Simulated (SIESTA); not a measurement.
Band structure of Sn2Pt (Fm-3m, 3 atoms in the cell).

```yaml
crystal:
  lattice:
    - [0.00000, 3.24309, 3.24309]
    - [3.24309, 0.00000, 3.24309]
    - [3.24309, 3.24309, 0.00000]
  atoms:
    - { symbol: Sn, position: [0.75000, 0.75000, 0.75000] }
    - { symbol: Sn, position: [0.25000, 0.25000, 0.25000] }
    - { symbol: Pt, position: [0.00000, 0.00000, 0.00000] }
```

Level of theory: LDA PW92, numerical atomic orbitals TZP, PseudoDojo LDA standard norm-conserving potentials (rewritten from UPF to PSML) run with SIESTA.

Settings: XC.functional = LDA; XC.authors = PW92; potentials = PseudoDojo LDA standard; PAO.BasisSize = TZP; PAO.EnergyShift = 0.01 Ry; MeshCutoff = 300 Ry; kgrid.MonkhorstPack = 12 12 12; OccupationFunction = MP; OccupationMPOrder = 0; ElectronicTemperature = 3156.43 K; MaxSCFIterations = 150; SCF.Mixer.Method = Broyden; SCF.Mixer.Weight = 0.2; SCF.Mixer.History = 8.

The starting cell comes from a database of computed structures (which also holds hypothetical and non-ambient phases and stackings), without a prior relaxation at this level. Spin-orbit coupling is off. Spin polarisation is off. Values carry the incompleteness of an atom-centred basis.

Levels in eV from the Fermi level, bands 20 to 25:
| point | 20 | 21 | 22 | 23 | 24 | 25 |
|---|---|---|---|---|---|---|
| Γ | -3.45 | -3.18 | 2.38 | 2.38 | 2.38 | 2.84 |
| X | -3.34 | -3.24 | -3.22 | -3.22 | -0.67 | 2.22 |
| W | -3.56 | -3.56 | -3.30 | -2.08 | 2.13 | 2.13 |
| K | -3.78 | -3.49 | -2.83 | -2.11 | 0.27 | 3.76 |
| L | -3.39 | -3.39 | -0.51 | -0.51 | 0.78 | 0.78 |
| U | -3.78 | -3.49 | -2.83 | -2.11 | 0.27 | 3.76 |

Bands cross the Fermi level along this path, so the cell is metallic at this level.

Higher empty bands are left out: an atom-centred basis made for the valence describes them poorly.
